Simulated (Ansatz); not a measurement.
Consider V vacancy in bcc V, neutral cell. The step: one V atom jumps into the vacancy from a nearby V site; the atom moves 2.37 Å along (-0.45, -0.45, 0.46) of the unit cell; the moving atom starts with neighbours V at 2.56, 5 V at 2.61, V at 2.68, 2 V at 2.88, V at 2.89, 2 V at 3.06, V at 3.11 Å and ends with V at 2.56, 5 V at 2.61, V at 2.68, 2 V at 2.88, V at 2.89, 2 V at 3.06, V at 3.10 Å. DFT values are from Ansatz (plane-wave PAW, 420 eV unless said) in a cell of 36 host sites, spin-restricted, static, with no finite-size correction. Forms of the defect that were not tried may lie lower. For the PBE band: the saddle point's order was not checked, and it lies on a symmetry element of the cell, where a band can be held.

```
Level                                                                           Forward barrier (eV)  Cost of the band or of the saddle's single point
------------------------------------------------------------------------------  --------------------  ------------------------------------------------
CHGNet universal potential (has no charge state), its own band                                  0.62                                                 -
PBE, a 2×2×3 k-point mesh shifted by half a step, band relaxed                                  0.48            about 30 core-minutes (a rough figure)
PBE, a 3×3×5 k-point mesh shifted by half a step, same geometries                               0.45                     around 5 core-minutes (rough)
r2SCAN at 500 eV, a 2×2×3 k-point mesh shifted by half a step, same geometries                   [?]                            roughly 6 core-minutes
```

### Question
What belongs in the gaps?

### Answer

- r2SCAN at 500 eV, a 2×2×3 k-point mesh shifted by half a step, same geometries, Forward barrier (eV): 0.53

Ansatz is an electronic-structure program.
